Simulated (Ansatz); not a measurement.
## diamond-structure Si (Fd-3m) under uniaxial stress along [001]

Cell and atoms are relaxed with PBEsol to each stress (compression positive); bands and masses by PBEsol with spin-orbit coupling, rigid bands (plane waves, PAW; Ansatz, a first-principles code). Strains are changes of length against the unloaded cell.

```
CELL_PARAMETERS angstrom
      0.00000     2.71691     2.71691
      2.71691     0.00000     2.71691
      2.71691     2.71691     0.00000
ATOMIC_POSITIONS crystal
  Si 0.25000 0.25000 0.25000
  Si 0.00000 0.00000 0.00000
```

```tsv
stress (GPa)	strain [001] (%)	strain [100] (%)	gap (eV)	mₑ* [001]	mₑ* [100]	mₕ* [001]	mₕ* [100]
-2.00	1.61	-0.45	0.352	0.21	0.34	0.33	0.30
-1.00	0.81	-0.23	0.398	0.21	0.34	0.36	0.33
0	0	0	0.448	0.28	0.28	0.35	0.35
1.00	-0.84	0.24	0.339	0.83	0.21	0.34	0.35
```

[001] is the direction of the load; [010] strains as [100]. Masses are conductivity masses at 300 K in electron masses.

Task: From the two loads next to zero, find the Young modulus and the ratio of transverse to axial strain.

Result: Between -1.00 and 1.00 GPa the strain along [001] changes by -1.65 % and that along [100] by 0.47 %. The modulus is 2.00/0.0165 = 121 GPa and the ratio of the strains 0.28 (PBEsol, atoms relaxed). Along [001] C₁₁ = E(1 − ν)/((1 + ν)(1 − 2ν)) and C₁₂ = C₁₁ν/(1 − ν), which gives C₁₁ ≈ 157 GPa and C₁₂ ≈ 62 GPa.

Task: How fast does the gap move on either side of zero load?

Result: Under tension, (0.398 − 0.448) eV over -1.00 GPa = 50 meV/GPa, or about -6.2 eV per unit strain; under compression, (0.339 − 0.448) eV over 1.00 GPa = -109 meV/GPa, or about 13 eV per unit strain. The two slopes part by 159 meV/GPa; gaps are resolved to about 0.01 eV, which allows 20 meV/GPa, so they differ, even in sign: the gap has a turning point near zero load.

Task: Take the carrier density and the relaxation time as fixed, so that ρ ∝ m*. What gauge factor (Δρ/ρ)/ε follows for current along [001] at the loads next to zero?

Result: electrons at -1.00 GPa: (0.21/0.28 − 1)/0.0081 ≈ -31; electrons at 1.00 GPa: (0.83/0.28 − 1)/-0.0084 ≈ -230. These are means over a finite load; the small-strain gauge factor differs, most where the load has already emptied the upper valleys or bands. Carriers and loads whose mass moves by under 12 % aren't resolved and aren't listed. The change of shape, which adds a term of order 1 to 2, and that of the scattering between valleys or bands are left out.

Masses are those of dilute carriers in rigid bands with one relaxation time, without polarons. Third decimals of gaps are kept for the arithmetic. Every relaxation keeps the diamond-structure phase (space group I4_1/amd under this load), so a transition, a distortion that breaks the symmetry or fracture can't show.
